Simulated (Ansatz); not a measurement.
## MoS2 under a change: pressure 10 GPa

The reference is MoS2 (space group P6_3/mmc, No. 194; a = 3.1493 Å, c = 12.0895 Å; layered, stacked along the Cartesian z axis).

The change: cell and atoms relaxed at a pressure of 10 GPa.

Level of theory: PBE-D3(BJ), PAW, 420 eV (Ansatz, a program for electronic structure; without spin-orbit coupling). Settings: 12×12×3 k-points, 0.05 eV Fermi–Dirac smearing.

| quantity | base | changed | shift |
|---|---|---|---|
| volume per atom | 17.31 Å³ | 15.36 Å³ | -1.943 Å³ |
| density | 5.12 g/cm³ | 5.77 g/cm³ | +0.65 g/cm³ |
| lattice parameter a | 314.9 pm | 307.3 pm | -7.66 pm |
| c/a ratio | 3.839 | 3.669 | -0.170 |
| shortest interatomic distance | 240.0 pm | 237.0 pm | -2.93 pm |
| band gap | 0.77 eV | 0.27 eV | -0.508 eV |
| gap character | indirect, Γ → K–Γ (44 % along) | indirect, Γ → K–Γ (44 % along) | – |
| width of the top valence band | 1.69 eV | 2.03 eV | +0.34 eV |
| hole mass | 1.0 mₑ along c, 0.61 mₑ across (at Γ) | 1.6 mₑ along c, 0.36 mₑ across (at Γ) | – |
| valence-band top at Γ (three highest levels, from the VBM) | 0.00, -1.11, -1.29 eV | 0.00, -0.72, -1.89 eV | – |

Final structure:

```yaml
crystal:
  lattice:
    - [3.07275, 0.00000, 0.00000]
    - [-1.53637, 2.66108, 0.00000]
    - [0.00000, 0.00000, 11.27403]
  atoms:
    - { symbol: Mo, position: [0.66667, 0.33333, 0.75000] }
    - { symbol: Mo, position: [0.33333, 0.66667, 0.25000] }
    - { symbol: S, position: [0.66667, 0.33333, 0.38943] }
    - { symbol: S, position: [0.33333, 0.66667, 0.88943] }
    - { symbol: S, position: [0.33333, 0.66667, 0.61057] }
    - { symbol: S, position: [0.66667, 0.33333, 0.11057] }
```

Cost of the whole job for the changed cell (relaxation, final SCF and bands): roughly 60 core-seconds.

Load acts through the strain it causes; cell and atoms are relaxed under it. Masses are band curvatures over ±0.01 Å⁻¹ around the edge. Stability against distortions was not tested. No other phases were tried under pressure. A zero or small gap of MoS2 under pressure 10 GPa can be the functional's error rather than a property of the material.
